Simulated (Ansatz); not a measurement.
The reference is GeSe₂ (space group P2_1/c, No. 14; a model cell, its experimental status unchecked).

```
GeSe2
1.0
    6.51324     0.00000     0.00000
    0.00000     5.60183     0.00000
   -0.19615     0.00000     7.51657
Ge Se
4 8
Cartesian
  1.42701   3.04964   4.87899
  4.79200   0.24873   6.39587
  4.89008   2.55219   2.63758
  1.52509   5.35310   1.12070
  0.75546   5.18684   6.04340
  5.46356   2.38593   5.23146
  5.56163   0.41498   1.47318
  0.85353   3.21590   2.28511
  2.49730   1.84733   7.03983
  3.72171   4.64824   4.23503
  3.81979   3.75450   0.47674
  2.59538   0.95359   3.28154
```

Cartesian axes are those of the cell as printed.

The values are results of PBEsol, PAW, 420 eV (Ansatz, a quantum-chemistry and plane-wave program; without spin-orbit coupling), not measurements.

Base values:

```
Property                        Result
-----------------------------  -------
Pressure                       0.0 GPa
Shortest interatomic distance  2.411 Å
```

Modification: the cell is compressed by 1.57 % along x with no lateral relaxation; the atoms relax in the strained cell.

Problem. Predict the new pressure, energy relative to the base and shortest interatomic distance.

Solution. The pressure (mean of the normal stresses, compression positive) goes from zero to 0.7 GPa; the energy increases by 0.9 meV/atom; the shortest interatomic distance rises by 0.013 Å, from 2.411 Å to 2.424 Å.

Without a gap, meshes like the base's 6×7×5 leave anisotropic stresses uncertain by several tenths of a GPa, and small strain energies with them. Whether these cells are dynamically stable was not tested. All final runs are without spin polarisation.
